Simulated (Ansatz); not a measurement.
# HgTe: pressure series

The reference is HgTe in the zinc blende structure (space group F-43m, No. 216; a = 6.651 Å).

Cell and atoms are relaxed at each pressure.

Calculations: PBE (Ansatz, a program for electronic structure; PAW; 420 eV plane waves; no spin-orbit coupling), earlier PAW set.

Notes on the quantities. enthalpy: H = E + PV relative to the base's energy.

```tsv
variant	shortest interatomic distance	enthalpy
base	2.880 Å	–
pressure −2 GPa	2.948 Å	-0.47 eV/atom
pressure −1 GPa	2.911 Å	-0.23 eV/atom
pressure 0.9 GPa	2.857 Å	+0.20 eV/atom
pressure 2.1 GPa	2.829 Å	+0.47 eV/atom
pressure 4.5 GPa	2.784 Å	+0.98 eV/atom
pressure 9 GPa	?	+1.88 eV/atom
pressure 15 GPa	2.661 Å	+3.00 eV/atom
pressure 22.5 GPa	2.604 Å	+4.31 eV/atom
pressure 30 GPa	2.560 Å	+5.55 eV/atom
```

Q: What belongs in the blanks?

A: 
- pressure 9 GPa, shortest interatomic distance: 2.721 Å

Load acts through the strain it causes; cell and atoms are relaxed under it. Whether these cells are dynamically stable was not tested. Tetrahedral semiconductors of this kind turn to denser phases somewhere between about 1 and 50 GPa; those were not computed, so compressed cells here can lie past the real transition. The final runs are not spin-polarised.
